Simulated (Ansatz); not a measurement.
The reference is HfSi2 (space group Cmcm, No. 63; a = 3.650 Å, b = 14.350 Å, c = 3.635 Å). Axes: x, y, z lie along a, b, c of the conventional cell.

Level of theory: plane-wave PAW DFT at the PBEsol level (Ansatz, an electronic-structure program, 420 eV), scalar-relativistic without spin-orbit coupling.

Base values:

```
Item                            Result
-----------------------------  -------
Pressure                       0.0 GPa
Shortest interatomic distance  2.412 Å
Band gap                          zero
```

Modification: the cell is stretched by 2.01 % along x with no lateral relaxation, atoms relaxed at fixed cell.

Question: How does this affect the pressure?

Answer: The pressure (mean of the normal stresses, compression positive) goes from zero to -2.8 GPa.

Question: What does the calculation give for the energy relative to the base after the change?

Answer: The energy grows by 4.9 meV/atom.

Question: Estimate the effect on the shortest interatomic distance.

Answer: The shortest interatomic distance increases by 0.010 Å to 2.422 Å.

Question: Estimate the effect on the band gap.

Answer: The band gap is still zero.

Without a gap, meshes like the base's 13×13×13 leave anisotropic stresses uncertain by several tenths of a GPa, and small strain energies with them. The cells carry an imposed strain or load. Whether these cells are dynamically stable was not tested. All final runs are without spin polarisation.
